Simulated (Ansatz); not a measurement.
Fluorite PtAl₂ was calculated with PBE-D3(BJ) in Ansatz (PAW).

Numerical settings: plane-wave cutoff 520 eV, 20×20×20 k mesh, Fermi–Dirac smearing 0.092 eV (set by the program), scalar-relativistic PAW data made under PBE.

Computed at the level's own relaxed cell.

Hill averages of the elastic tensor: K = 139.9 GPa, G = 39.6 GPa. Volume 16.983 Å³/atom, mean atomic mass 83.016 u.

Question: Work out the density, the sound velocities of a polycrystal and the elastic Debye temperature, and Pugh's ratio at this level.

Answer: ρ = 1.66054 × 83.016/16.983 = 8.117 g/cm³. v_l = √[(K + 4G/3)/ρ] = 4.872 km/s and v_t = √(G/ρ) = 2.209 km/s. The mean follows from 3/v_m³ = 1/v_l³ + 2/v_t³: v_m = 2.491 km/s. Θ_D = (ħ/k_B) v_m (6π²/V)^(1/3) = 76.38 K Å s/km × 2.491 × 1.5164 Å⁻¹ = 289 K, counting all atoms of the cell. K/G = 3.53, to be set beside Pugh's rough bound of 1.75 between brittle and ductile metals.

Note: the dispersion coefficients are held fixed in the derivatives.

Ansatz is a first-principles code.
